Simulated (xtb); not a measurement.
xtb 6.7.1, GFN2-xTB: cyclohexane cation (C1CCCCC1), charge +1, multiplicity 2, 18 atoms. The geometry is a generated start, not checked to be a minimum at this level.

* **run flags**: --grad
* **method**: GFN2-xTB
* **--acc**: 1 (default)
* **--etemp (K)**: 300 (default)
* **basis functions**: 36
* **valence electrons**: 35

```xyz
18

C     -0.6637     1.1197    -0.6801
C      0.7512     1.2552    -0.1254
C      1.4595    -0.0966    -0.1244
C      0.6633    -1.1202     0.6797
C     -0.7518    -1.2540     0.1247
C     -1.4595     0.0979     0.1268
H     -0.6145     0.7968    -1.7233
H     -1.1691     2.0885    -0.6538
H      1.3182     1.9709    -0.7248
H      0.7032     1.6383     0.8972
H      1.5678    -0.4494    -1.1538
H      2.4633     0.0091     0.2977
H      1.1667    -2.0901     0.6475
H      0.6147    -0.8015     1.7240
H     -1.3192    -1.9724     0.7225
H     -0.7051    -1.6364    -0.8980
H     -1.5622     0.4506     1.1562
H     -2.4627    -0.0065    -0.2927
```

Charge 1 and multiplicity 2 are set for this test and not shown to be the ground state. GFN-xTB has no spin term: --uhf 1 sets the occupations alone.

One run each on 1 thread. Values of broydamp tried: 0.02, 0.05, 0.1, 0.2, 0.4 (default), 0.6, 0.8, 1.

### Question
How does the count of SCC iterations change with broydamp, and where is it least?

### Answer
Fewest SCC iterations, within one of each other: 0.4 (default) with 9, 0.6 with 9. The count rises to 17 at 0.02. All converge to one solution.

| broydamp | SCC iterations | end |
|---|---|---|
| 0.02 | 17 | same solution |
| 0.05 | 16 | same solution |
| 0.1 | 14 | same solution |
| 0.2 | 12 | same solution |
| 0.4 (default) | 9 | same solution |
| 0.6 | 9 | same solution |
| 0.8 | 11 | same solution |
| 1 | 13 | same solution |
